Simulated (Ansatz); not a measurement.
The starting structures come from a database of crystals and need not be the phases stable at ambient conditions.

 Where the default PAW files enter, the runs use the earlier of Ansatz's two default sets.

Evanescent states of HgTe (P3_121, not sure to be the ambient phase, 6 atoms a cell, 30.3 Å³ an atom) along the normal of (110)

Computed with r2SCAN (plane waves, PAW; Ansatz, a program for electronic structure).

The gap is the functional's own. No spin-orbit coupling. Mid-gap values are interpolated on the energy grid.

Energies count from the valence-band top; κ is the least over a 4×4 mesh across the current.

| E (eV) | κ (1/Å) | where |
|---|---|---|
| 0.03 | 0.068 | off Γ |
| 0.07 | 0.112 | off Γ |
| 0.12 | 0.118 | off Γ |
| 0.17 | [?] | off Γ |
| 0.23 | [?] | off Γ |
| 0.28 | [?] | Γ |
| 0.33 | [?] | Γ |
| 0.38 | [?] | Γ |
| 0.42 | [?] | Γ |
| 0.47 | 0.113 | Γ |
| 0.53 | 0.104 | Γ |
| 0.57 | 0.078 | Γ |

### Question
Fill in the missing entries.

### Answer

- 0.17, κ (1/Å): 0.124
- 0.23, κ (1/Å): 0.130
- 0.28, κ (1/Å): 0.132
- 0.33, κ (1/Å): 0.129
- 0.38, κ (1/Å): 0.125
- 0.42, κ (1/Å): 0.120
